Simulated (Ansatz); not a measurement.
**A computed series for BN: response to strain**

The reference is BN (space group P6_3/mmc, No. 194; a = 2.5064 Å, c = 6.6147 Å; layered, stacked along the Cartesian z axis).

Strains are applied to the cell and any free atomic positions relax.

Method: PBE-D3(BJ) (Ansatz, a first-principles code, PAW, no spin-orbit coupling).

Notes on the quantities. pressure: mean of the normal stresses, compression positive; energy relative to the base: free energy F.

```
case                      volume per atom    pressure  energy relative to the base    band gap  smallest direct gap
------------------------  ---------------  ----------  ---------------------------  ----------  -------------------
base                              9.00 Å³    0.00 GPa                   0 meV/atom     4.24 eV              4.64 eV
isotropic strain −3.00 %          8.21 Å³   26.19 GPa                 +60 meV/atom     4.33 eV              4.82 eV
isotropic strain −2.40 %          8.36 Å³  (withheld)                   (withheld)  (withheld)           (withheld)
isotropic strain −1.80 %          8.52 Å³   14.57 GPa                 +21 meV/atom     4.30 eV              4.77 eV
isotropic strain −1.20 %          8.68 Å³    9.36 GPa                +9.1 meV/atom     4.26 eV              4.73 eV
isotropic strain −0.60 %          8.84 Å³    4.51 GPa                +2.2 meV/atom     4.24 eV              4.68 eV
```

### Question
Fill in the withheld entries from the trend.

### Answer

- isotropic strain −2.40 %, pressure: 20.16 GPa
- isotropic strain −2.40 %, energy relative to the base: +38 meV/atom
- isotropic strain −2.40 %, band gap: 4.32 eV
- isotropic strain −2.40 %, smallest direct gap: 4.79 eV

Stability against distortions was not tested.
